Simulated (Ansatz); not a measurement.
**Hf2N2O (Cc, No. 9, 10 atoms in the cell; start mp-1178187)**

Method: PBEsol (plane waves, PAW; Ansatz, an electronic-structure program).

Settings: plane-wave cutoff 520 eV, 8×8×8 k mesh, Fermi–Dirac smearing 0.01 eV, scalar-relativistic PAW data made under PBE.

Cell (relaxed with PBEsol):

```
CELL_PARAMETERS angstrom
      4.65677    -2.74756     0.00291
      4.65677     2.74756     0.00291
     -3.19533     0.00000     4.84724
ATOMIC_POSITIONS crystal
  Hf 0.67034 0.13433 0.42703
  Hf 0.13433 0.67034 0.92703
  Hf 0.84966 0.37114 0.07077
  Hf 0.37114 0.84966 0.57077
  N  0.04057 0.94906 0.73537
  N  0.94906 0.04057 0.23537
  N  0.54527 0.74578 0.25305
  N  0.74578 0.54527 0.75305
  O  0.25171 0.44214 0.26378
  O  0.44214 0.25171 0.76378
```

For Hf2N2O (Cc, No. 9, 10 atoms in the cell; start mp-1178187), the band gap comes out as 2.38 eV and the smallest direct gap on the k points sampled is 2.38 eV. The Γ–Γ gap is 3.28 eV.

Spin–orbit coupling is not included.

A start named mp-… is a Materials Project structure, which need not be a measured phase.
